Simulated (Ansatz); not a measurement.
```
CELL_PARAMETERS angstrom
     11.00000     0.00000     0.00000
      0.00000    27.50000     0.00000
      0.00000     0.00000     4.36322
ATOMIC_POSITIONS crystal
  B  0.50000 0.21409 0.38548
  N  0.50000 0.24927 0.15977
  B  0.50000 0.24647 0.82526
  N  0.50000 0.20033 0.67123
  B  0.50000 0.29555 0.33091
  N  0.50000 0.34053 0.16181
  B  0.50000 0.33995 0.82868
  N  0.50000 0.29409 0.66339
  B  0.50000 0.38609 0.32923
  N  0.50000 0.43163 0.16205
  B  0.50000 0.43145 0.82897
  N  0.50000 0.38573 0.66213
  B  0.50000 0.47725 0.32900
  N  0.50000 0.52289 0.16209
  B  0.50000 0.52275 0.82900
  N  0.50000 0.47711 0.66209
  B  0.50000 0.56855 0.32897
  N  0.50000 0.61427 0.16213
  B  0.50000 0.61391 0.82923
  N  0.50000 0.56837 0.66205
  B  0.50000 0.66005 0.32868
  N  0.50000 0.70591 0.16339
  B  0.50000 0.70445 0.83091
  N  0.50000 0.65947 0.66181
  B  0.50000 0.75353 0.32526
  N  0.50000 0.79967 0.17123
  B  0.50000 0.78591 0.88548
  N  0.50000 0.75073 0.65977
```

Levels: PBE (plane waves to 420 eV, PAW; Ansatz, a first-principles code); r2SCAN (plane waves to 500 eV, PAW; Ansatz); HSE06 (Ansatz). Unmarked values and the geometry are of the first. Mesh 1×1×8. No spin polarisation. It repeats along c; a and b span vacuum. A hypothetical model. It keeps the symmetry and period of its start, so it need not be a minimum against all distortions. HSE06 ran on a 1×1×4 mesh and at PBE's edge points. Buckling under compression is shut out by symmetry and the short period.

### Question
Give the properties of this body.

### Answer
```
Item                                                                                 Result
-----------------------------------------------  ------------------------------------------
largest distance between nuclei across the axis                                     16.48 Å
PBE gap                                          4.22 eV, indirect, from Γ to the zone edge
electron mass along the axis (PBE)                                                   1.3 mₑ
hole mass along the axis (PBE)                                                      0.59 mₑ
r2SCAN gap at this geometry                                                         4.85 eV
HSE06 gap at this geometry                                                          5.57 eV
axial stiffness dF/dε                                                                425 nN
```
